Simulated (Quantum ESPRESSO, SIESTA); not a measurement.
Equation of state of rock-salt BaTe (space group 225): energy against volume (SIESTA, LDA)

```yaml
crystal:
  lattice:
    - [0.00000, 3.36387, 3.36387]
    - [3.36387, 0.00000, 3.36387]
    - [3.36387, 3.36387, 0.00000]
  atoms:
    - { symbol: Ba, position: [0.00000, 0.00000, 0.00000] }
    - { symbol: Te, position: [0.50000, 0.50000, 0.50000] }
```

Level of theory: LDA PW92, numerical atomic orbitals TZP, PseudoDojo LDA standard norm-conserving potentials (rewritten from UPF to PSML) (SIESTA 5.4.2). Settings: XC.functional = LDA; XC.authors = PW92; potentials = PseudoDojo LDA standard; PAO.BasisSize = TZP; PAO.EnergyShift = 0.01 Ry; MeshCutoff = 520 Ry; kgrid.MonkhorstPack = 8 8 8; OccupationFunction = FD; ElectronicTemperature = 10 meV; MaxSCFIterations = 150; SCF.Mixer.Method = Pulay; SCF.Mixer.Weight = 0.2; SCF.Mixer.History = 6; SCF.DM.Tolerance = 1.0E-05. The cell above is the first row's. The rows scale it uniformly. In all rows fractional positions and the k mesh are held. E is the free energy at the stated smearing, counted from the lowest row.

| V (Å^3/atom) | E (meV/atom) |
|---|---|
| 38.064 | ? |
| 38.892 | 18.11 |
| 39.719 | 6.96 |
| 40.547 | 1.14 |
| 41.374 | 0.00 |
| 42.202 | 2.96 |
| 43.029 | 9.53 |
| 43.857 | 19.20 |
| 44.684 | 31.61 |

The 8 complete rows are fitted with the third-order Birch-Murnaghan form, a cubic in V^(-2/3), E against V. With u = V^(-2/3) - 0.0831, the rows have u = 0.0040150, 0.0028016, 0.0016281, 0.0004953, -0.0006018, -0.0016622, -0.0026905, -0.0036857. Least squares gives E = 0.856 - 2534.9·u + 1636329·u² + 16312875·u³. Residuals (row less fit): -0.002, 0.004, 0.003, -0.004, -0.011, 0.014, -0.003, -0.001; standard error 0.010 (degrees of freedom: 4). Its minimum lies at u = 0.0007658, so V0 = (0.0838658)^(-3/2) = 41.17. There d²E/du² = 3348000 and d³E/du³ = 9.788e7, so B0 = (4/9) × 41.17^(-7/3) × 3348000 × 0.160218 = 40.7 GPa (the last factor turns the table's units into GPa), and B0' = 4 + (2/3) × 0.0838658 × (9.788e7)/3348000 = 5.6. The program's pressures in the fitted runs (not shown) pass through zero at V = 41.18, 0.02 % from this V0.

Problem. Predict the withheld E at V = 38.064 from the fit, and compare with the calculation.

Solution. u = 0.0052738, so E = 0.856 - 2534.9 × 0.0052738 + 1636329 × 0.0052738² + 16312875 × 0.0052738³ = 35.391 meV/atom. The calculation gives 35.29 meV/atom, 0.101 meV/atom below the prediction (0.3 % of the range of E in the table). The row lies outside the fitted rows, so this is an extrapolation. From the scatter of the fitted rows alone, a prediction at this place has a standard error of 0.029 meV/atom, so the miss is 3.5 times that.

Carrying the step between the two nearest rows on in a straight line would have given 29.27, off by 6.02; series whose last step already gives the withheld value aren't shown. The scan was laid around a cell of about the measured size, scaled by a guess for this functional. The runs keep the symmetry of the cell, so they don't test it for distortions. A plane-wave scan with the same functional (Quantum ESPRESSO, GBRV) gives V0 = 40.66 Å^3/atom and B0 = 35.3 GPa; a Birch-Murnaghan fit to all rows here lies 1.3 % from it in V0 and 15 % in B0; the two differ in basis, and may differ in potentials and mesh. The LDA files for Ba and Te were generated anew from PseudoDojo's inputs, some of which were changed. Values carry the incompleteness of an atom-centred basis. Spin-orbit coupling is off. Cutoffs and mesh are single choices, not tested for convergence of this quantity. Series with a scatter that would blur these digits, or in which a gap closes, are not shown. Nor are scans whose minimum lies at an end fitted in this form.

Terms beyond the fitted order, or numerical noise in single rows, can give a miss of this size; the table doesn't tell which.
